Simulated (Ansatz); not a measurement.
Al on the 1x1 (0001) surface of hcp Ru, one in a 2x2 cell, energies for each (25.7 Å²). Energies are against an atom of fcc Al, without zero-point or thermal terms; each row is named by its start.

Level of theory: PBE (plane waves to 420 eV, PAW; Ansatz, a first-principles code).

Slab: 17 atoms, 6.3 Å thick at the start under the adsorbate (thin: gaps and levels are the slab's own); k 6x6x1, smearing 0.1 eV, dipole-corrected; 8 atoms held, the rest relaxed; each run with such symmetry as its start has; no spin, no spin-orbit, no U, no dispersion correction.

A negative adsorption energy means that the adsorbate is more stable on the surface than in its reference. Heights count from the host atoms within 0.3 Å of the top one.

```json
[
 {"starting site": "top Ru", "E_ads (eV)": "0.31", "height (Å)": "2.32", "nearest host atom (Å)": "Ru 2.37", "bonded to": "Ru", "Δ work function (eV)": "-0.74", "lateral drift (Å)": "0.0"},
 {"starting site": "hollow Ru-Ru-Ru", "E_ads (eV)": "-0.44", "height (Å)": "1.90", "nearest host atom (Å)": "Ru 2.50", "bonded to": "3 Ru", "Δ work function (eV)": "-0.96", "lateral drift (Å)": "0.0"},
 {"starting site": "hollow Ru-Ru-Ru over Ru at depth 2.1 Å", "E_ads (eV)": "-0.56", "height (Å)": "1.87", "nearest host atom (Å)": "Ru 2.49", "bonded to": "3 Ru", "Δ work function (eV)": "-0.93", "lateral drift (Å)": "0.0"},
 {"starting site": "bridge Ru-Ru (span 2.7 Å)", "E_ads (eV)": "-0.56", "height (Å)": "1.87", "nearest host atom (Å)": "Ru 2.49", "bonded to": "3 Ru", "Δ work function (eV)": "-0.93", "lateral drift (Å)": "0.8"}
]
```
